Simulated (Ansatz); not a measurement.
# Al2O3: energy against strain

Al2O3 (corundum, R-3c, 8.562 Å³/atom at rest, c along z) under a strain ε along a direction in the basal plane (axis x), the other axes held. PBEsol in Ansatz, a plane-wave DFT program (PAW, default set), 420 eV, 8×8×8 Γ-centred mesh, Fermi-Dirac smearing 0.05 eV; ions are relaxed within the symmetry of each cell.

Here s stands for strain and y for E less E0.

```csv
strain (%),E less E0 (meV/atom)
-1.50,2.88
-0.75,0.71
0.00,0.00
0.75,0.71
1.50,2.76
3.00,?
```

Taking a parabola for y over the 5 complete rows: Least squares gives y = 0.003 - 0.0320·s + 1.2521·s². Residuals (row less fit): 0.012, -0.021, -0.003, 0.027, -0.012; standard error 0.027 (degrees of freedom: 2). Twice the quadratic coefficient over the volume, 2 × 1.2521 meV × 10⁴ × 0.1602 / 8.562 Å³, is the elastic constant C11 = 469 ± 5 GPa.

**Question.** Predict the withheld y at s = 3.00 from the fit, and compare with the calculation.

**Answer.** y = 0.003 - 0.0320 × 3.00 + 1.2521 × 3.00² = 11.176 meV/atom. The calculation gives 10.70 meV/atom, 0.476 meV/atom below the prediction (4.4 % of the range of y in the table). The row lies outside the fitted rows, so this is an extrapolation. From the scatter of the fitted rows alone, a prediction at this place has a standard error of 0.111 meV/atom, so the miss is 4.3 times that.

One order more, fitted to all 9 runs of the series, follows each within 0.01, so the miss is the next term of a smooth law. Rows are the converged runs of the series near zero and its far end; series whose fitted rows scatter by over a few per cent of the range, as at a crossing or softening among them, aren't shown in this form. Most that stay on the fit to the last digits aren't either.
